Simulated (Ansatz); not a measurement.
CH3 on the 1x1 (0001) surface of hcp Co, ferromagnetic, one in a 2x2 cell, started at the site 'hollow Co-Co-Co over Co at depth 2.0 Å'

Method: PBE (plane waves to 420 eV, PAW; Ansatz, an electronic-structure program).

Model: 20-atom slab, 6.0 Å thick at the start under the adsorbate (thin: gaps and levels are the slab's own), 7x7x1 mesh, Fermi-Dirac 0.1 eV, dipole correction, 8 atoms held, the rest relaxed; held to the start's symmetry, so lower structures may exist; spin-polarised, no spin-orbit, no U, no dispersion correction. At the end it is bonded to 3 Co. In PBE it is, or lies within 0.03 eV of, the lowest of the starts that converged.

The adsorption energy against CH4(g) − ½ H2(g) is 0.53 eV and the work function of the top face comes out as 3.63 eV. The change of the work function is -1.35 eV, the change of the step from the bottom to the top vacuum level, against the clean slab is -1.34 eV and the energy released by relaxation comes out as 0.48 eV. The height of the binding atom over the mean of the host atoms within 0.3 Å of the top one is 1.626 Å, the magnetic moment of the cell is 26.51 μB and the nearest host atoms of the binding atom is Co at 2.15 Å, Co at 2.15 Å, Co at 2.15 Å. The largest move of a host atom comes out as 0.07 Å. The cost comes out as about 20 core-minutes (a rough figure).

A negative adsorption energy means that the adsorbate is more stable on the surface than in its reference.
